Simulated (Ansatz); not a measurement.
```cif
data_AlGaN2
_chemical_formula_sum 'Al1 Ga1 N2'
_space_group_name_H-M_alt 'P3m1'
_space_group_IT_number 156
_space_group_name_Hall 'P 3 -2"'
_cell_length_a 3.14672
_cell_length_b 3.14672
_cell_length_c 5.09643
_cell_angle_alpha 90.000
_cell_angle_beta 90.000
_cell_angle_gamma 120.000
loop_
_atom_site_label
_atom_site_type_symbol
_atom_site_symmetry_multiplicity
_atom_site_Wyckoff_symbol
_atom_site_fract_x
_atom_site_fract_y
_atom_site_fract_z
_atom_site_occupancy
Al1 Al 1 a 0.00000 0.00000 0.99953 1
Ga1 Ga 1 c 0.66667 0.33333 0.49723 1
N1 N 1 c 0.66667 0.33333 0.11253 1
N2 N 1 a 0.00000 0.00000 0.62710 1
```

Levels: band masses from r2SCAN, rigid bands run with Ansatz (a program for electronic structure); dielectric response from LDA (Ansatz).

Q: How strongly do carriers couple to polar optical modes here, and what mobility does that allow at 300 K?

A: electrons: mass 0.25 mₑ, α = 0.53, about 2300 cm²/(V·s) by the iterated Boltzmann equation for weak coupling (ε∞ 5.0, static ε 9.2, LO 100 meV).

Model: isotropic Fröhlich coupling of one parabolic band to one effective longitudinal optical (LO) phonon, from the dielectric constants and phonon modes at the zone centre, chosen so that α equals the sum over the polar modes. Acoustic, nonpolar, intervalley and impurity scattering are left out, and they lower the mobility further; with several valleys or bands the averaged mass is a rough stand-in. Semilocal functionals tend to overestimate ε∞, which makes α low and the mobility high.

Computed structure with no diffraction record at hand here (it may be known, metastable or hypothetical): GaAlN2 (P3m1).
